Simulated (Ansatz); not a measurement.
Data:

End structure of the (331) surface of alpha tin in its 1x1 cell, outermost plane spacing 0.38 Å in the ideal cut:

```yaml
crystal:
  lattice:
    - [4.70718, 0.00000, 0.00000]
    - [2.35359, 10.25906, 0.00000]
    - [0.00000, 0.00000, 26.00000]
  atoms:
    - { symbol: Sn, position: [0.26769, 0.46455, 0.30077] }
    - { symbol: Sn, position: [0.71818, 0.56352, 0.35241] }
    - { symbol: Sn, position: [0.94669, 0.10774, 0.37062] }
    - { symbol: Sn, position: [0.36488, 0.27145, 0.38380] }
    - { symbol: Sn, position: [0.62974, 0.74080, 0.43774] }
    - { symbol: Sn, position: [0.04871, 0.90293, 0.44667] }
    - { symbol: Sn, position: [0.31586, 0.36827, 0.49057] }
    - { symbol: Sn, position: [0.73677, 0.52647, 0.50943] }
    - { symbol: Sn, position: [0.00393, 0.99181, 0.55333] }
    - { symbol: Sn, position: [0.42289, 0.15393, 0.56226] }
    - { symbol: Sn, position: [0.68775, 0.62329, 0.61620] }
    - { symbol: Sn, position: [0.10595, 0.78699, 0.62938] }
    - { symbol: Sn, position: [0.33445, 0.33122, 0.64759] }
    - { symbol: Sn, position: [0.78494, 0.43018, 0.69923] }
```

Model: 14-atom slab, 9.5 Å thick at the start (thin: gaps and levels are the slab's own), 8x4x1 mesh, Fermi-Dirac 0.1 eV, dipole correction, all atoms relaxed; held to the part of the start's symmetry that mesh and held atoms allow; no spin, no spin-orbit, no U.

What is the computed surface energy (mean of both faces) (PBE (Ansatz, an electronic-structure program))?

0.58 J/m²

Predict the work function of the top face from PBE.

4.31 eV
